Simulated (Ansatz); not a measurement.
Pair distribution function (O-Sn) of SnO2 (rutile type), cell Sn24O48, with the crystal as the starting point [in the run: it stayed crystalline; mean temperature 602 K (target 620 K); density 6.55 g/cm³, volume +7 % from the start crystal's; under uneven stress (diagonal components 1.2 GPa apart); Γ point only, which a denser mesh shifts by 0.2 GPa in pressure and 0.02 eV/Å in forces], from MD at 602 K. Computed with PBE (plane waves, PAW; Ansatz, a quantum-chemistry and plane-wave program). Volume per atom 12.73 Å³, mean pressure -0.2 GPa. 

(r (Å), g(r)): (1.30, 0.00); (1.34, 0.00); (1.38, 0.00); (1.42, 0.00); (1.46, 0.00); (1.50, 0.00); (1.54, 0.00); (1.58, 0.00); (1.62, 0.00); (1.66, 0.00); (1.70, 0.00); (1.74, 0.00); (1.78, 0.00); (1.82, 0.00); (1.86, 0.01); (1.90, 0.08); (1.94, 0.73); (1.98, 2.77); (2.02, 6.58); (2.06, 10.4); (2.10, 11.4); (2.14, 8.94); (2.18, 5.70); (2.22, 2.98); (2.26, 1.26); (2.30, 0.44); (2.34, 0.17); (2.38, 0.04); (2.42, 0.01); (2.46, 0.00); (2.50, 0.00); (2.54, 0.00); (2.58, 0.00); (2.62, 0.00); (2.66, 0.00); (2.70, 0.00); (2.74, 0.00); (2.78, 0.00); (2.82, 0.00); (2.86, 0.00); (2.90, 0.00); (2.94, 0.00); (2.98, 0.00); (3.02, 0.00); (3.06, 0.00); (3.10, 0.00); (3.14, 0.00); (3.18, 0.01); (3.22, 0.02); (3.26, 0.05); (3.30, 0.09); (3.34, 0.14); (3.38, 0.22); (3.42, 0.39); (3.46, 0.56); (3.50, 0.70); (3.54, 0.91); (3.58, 1.04); (3.62, 1.16); (3.66, 1.29); (3.70, 1.42); (3.74, 1.58); (3.78, 1.80); (3.82, 1.99); (3.86, 2.12); (3.90, 1.95); (3.94, 1.63); (3.98, 1.24); (4.02, 0.91); (4.06, 0.74); (4.10, 0.74); (4.14, 0.89); (4.18, 1.12); (4.22, 1.36); (4.26, 1.59); (4.30, 1.69); (4.34, 1.67); (4.38, 1.59); (4.42, 1.45); (4.46, 1.13); (4.50, 0.89); (4.54, 0.70); (4.58, 0.60); (4.62, 0.65); (4.66, 0.82); (4.70, 1.08); (4.74, 1.37); (4.78, 1.54)

From the above, determine where the first shell ends and the number of neighbours in it.

g is nil from 2.5 to 3.1 Å, so any cut there serves; 3.0 Sn round each O and 6.0 O round each Sn in the shell, from n = 4πρ∫r²g(r)dr.
